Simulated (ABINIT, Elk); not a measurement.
An Elk input for a self-consistent single point of WSi₂ (I4/mmm, 3 atoms in the cell) (DFT, PBE, all-electron FP-LAPW, Elk's shipped species files, default APW+lo basis):

```
tasks
  0

xctype
  20

swidth
  0.00499791

maxscl
  100

avec
   -2.9830498507    2.9830498507    7.2764131196
    2.9830498507   -2.9830498507    7.2764131196
    2.9830498507    2.9830498507   -7.2764131196

atoms
  2
  'Si.in'
  2
  0.6650000000  0.6650000000  0.0000000000    0.0 0.0 0.0
  0.3350000000  0.3350000000  0.0000000000    0.0 0.0 0.0
  'W.in'
  1
  0.0000000000  0.0000000000  0.0000000000    0.0 0.0 0.0

ngridk
  10 10 10
```

Task: Translate this input to ABINIT.

Result: This is the input that was run; spellings and numerical settings could be chosen otherwise.

```
# WSi2, PseudoDojo nc-sr-05 PBE standard
pp_dirpath "./"
pseudos "Si.upf, W.upf"
acell 8.4109072466 8.4109072466 8.4109072466
rprim
        -0.3546644569    0.3546644569    0.8651163194
         0.3546644569   -0.3546644569    0.8651163194
         0.3546644569    0.3546644569   -0.8651163194
natom 3
ntypat 2
znucl 14 74
typat 1 1 2
xcart
        -0.0000000000    0.0000000000    5.1211809600
        -0.0000000000    0.0000000000    2.5798430400
         0.0000000000    0.0000000000    0.0000000000
      Angstrom
ecut 37
ixc 11
occopt 3
tsmear 0.00499791
nband 16
kptopt 1
ngkpt 10 10 10
nshiftk 1
shiftk 0 0 0
nstep 100
tolvrs 1.0e-10
prtwf 0
prtden 0
prtvol 1
```

Basis settings and potentials, where a program has them, do not carry over. This input uses DFT, PBE, plane waves, norm-conserving pseudopotentials (PseudoDojo nc-sr-05 PBE standard).

The starting cell has typed, rounded lattice constants, without a prior relaxation at this level. Its lattice was rescaled by a random factor within 2.5 % of one. For this run, on top of that: lattice scaled by 0.98.
